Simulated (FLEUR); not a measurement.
Input and output of a self-consistent single point for Si2Mo (I4/mmm, 3 atoms in the cell) (FLEUR).

Computed with FLEUR with PBEsol, all-electron FLAPW (FLEUR), scalar-relativistic valence.

```
CELL_PARAMETERS angstrom
     -1.61495     1.61495     3.93936
      1.61495    -1.61495     3.93936
      1.61495     1.61495    -3.93936
ATOMIC_POSITIONS crystal
  Si 0.66457 0.66457 0.00000
  Si 0.33543 0.33543 0.00000
  Mo 0.00000 0.00000 0.00000
```

Reference input (self-consistent single point, DFT, PBE, all-electron FLAPW (FLEUR), scalar-relativistic valence): Kmax = 4.3 1/bohr; GmaxXC = 12.9 1/bohr; xcFunctional = pbe; jspins = 1; l_soc = F; mode = gauss; fermiSmearingEnergy = 0.00999582 Htr; mesh (inpgen div1-3) = 14 14 14; inpgen gamma flag = true; Gmax = 12.9 1/bohr; numbands = 0; maxIterBroyd = 25. This run's input differs from it in these lines:

```diff
@@ -15,2 +15,3 @@
 &comp jspins=1 /
+&exco xctyp='PBEs' /
 &kpt div1=14 div2=14 div3=14 gamma=t /
@@ -27,3 +28,3 @@
       <coreElectrons ctail="T" frcor="F" kcrel="0" coretail_lmax="0"/>
-      <xcFunctional name="pbe" relativisticCorrections="F"/>
+      <xcFunctional name="PBEs" relativisticCorrections="F"/>
       <magnetism jspins="1"/>
```

Output, abridged:

```
 Iteration:     1   Distance:      13.20360646 me/bohr^3
 Iteration:     2   Distance:      11.26323857 me/bohr^3
 Iteration:     3   Distance:       5.58690165 me/bohr^3
 Iteration:     4   Distance:       4.95829090 me/bohr^3
 Iteration:     5   Distance:       1.73130750 me/bohr^3
   [... 7 lines left out ...]
 Iteration:    13   Distance:       0.00022580 me/bohr^3
 Iteration:    14   Distance:       0.00015069 me/bohr^3
 Iteration:    15   Distance:       0.00001980 me/bohr^3
 Iteration:    16   Distance:       0.00000425 me/bohr^3
 Reset of history
 Run finished successfully
 Stop message:
   Structural relaxation: new displacements generated

[file out, last iteration]
             iter=     17
[...]
          total density-effective poten   -7.4862702459E+03
          total charge density-energy d   -1.6254749793E+02
 Updated energy parameters for spin:           1
[...]
 fermi energy and band-weighting factors:
    0.675081    0.675081

[...]
FERMIE:
          first approx. to ef    (T=0)  :   0.491503 htr   (energy of the highest occ. eigenvalue)
          number of occ. states  (T=0)  :       2682
          first approx. to seigv (T=0)  :  -3.802968 htr
          sum of weights of occ. states :  11.001458
          sum of semicore charge        :   0.000000 e
          fermi energy=   0.48890 har   work function= -13.30366 ev
   [... lines left out ...]
      0.000 0.000
     k-point=  184
      0.000 0.000
     k-point=  185
      0.000 0.000
     k-point=  186
      0.000 0.000
     k-point=  187
      0.000 0.000
     k-point=  188
      0.000 0.000
     k-point=  189
      0.000 0.000
     k-point=  190
      0.000 0.000
     k-point=  191
      0.000 0.000
     k-point=  192
      0.000 0.000
     k-point=  193
      0.000 0.000
     k-point=  194
      0.000 0.000
     k-point=
```

The run converged in 16 iterations. FLEUR gives forces in its relaxation mode, with a further iteration, so its stop message speaks of a relaxation. 

The starting cell comes from a database of computed structures (which also holds hypothetical and non-ambient phases and stackings), without a prior relaxation at this level. Its lattice was rescaled by a random factor within 2.5 % of one. Spin polarisation is off. Values depend on the basis (sphere radii, cutoffs, local orbitals), which need not be converged.

Cost on one core of a shared machine: roughly 6 min.
